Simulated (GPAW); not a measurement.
Converging the k-point mesh at a smearing width of 0.02 eV: Ca (Fm-3m, 1 atom in the cell)

```
CELL_PARAMETERS angstrom
      0.00000     2.79837     2.79837
      2.79837     0.00000     2.79837
      2.79837     2.79837     0.00000
ATOMIC_POSITIONS crystal
  Ca 0.00000 0.00000 0.00000
```

Method: PBEsol, GPAW PAW datasets PBEsol (made by gpaw-setup) (plane waves; GPAW).

Base settings: mode = pw; ecut = 550 eV; xc = PBEsol; kpts = 8 8 8; mesh shift (steps) = 0 0 0; occupations.name = methfessel-paxton; occupations.width = 0.1 eV; occupations.order = 0; nbands = -7; symmetry.symmorphic = false.

In this ladder: occupations.width = 0.02 eV.

Only quantities that move along the ladder and can be compared are tabulated.

The count of work is k-points × plane waves × bands × iterations; it is no time. Core times come from one kind of shared machine, to one figure; runs under 30 s give none.

The starting cell has typed, rounded lattice constants, without a prior relaxation at this level. Its lattice was rescaled by up to half a per cent.

```csv
kpts,free energy less the last step's (meV/atom),pressure (GPa),count of work / last,core time / last (rough)
4 4 4,-65.05,-1.11,0.021,–
5 5 5,5.96,-1.45,0.027,–
6 6 6,29.48,-1.37,0.050,–
8 8 8,1.33,-1.24,0.070,–
9 9 9,2.11,-1.11,0.084,–
11 11 11,0.25,-1.20,0.14,–
14 14 14,-0.33,-1.16,0.25,0.3
16 16 16,0.48,-1.18,0.35,0.3
20 20 20,0.14,-1.17,0.68,0.7
24 24 24,0.00,-1.17,1.0,1
```

Coarsest kpts that holds the free energy within 1 meV/atom of the last step, with all finer ones: 11 11 11, at 0.14 of the last step's count of work; the step before is off by 2.1 meV/atom.

Coarsest kpts that holds the pressure within 0.1 GPa of the last step, with all finer ones: 8 8 8, at 0.070 of the last step's count of work; the step before is off by 0.20 GPa.
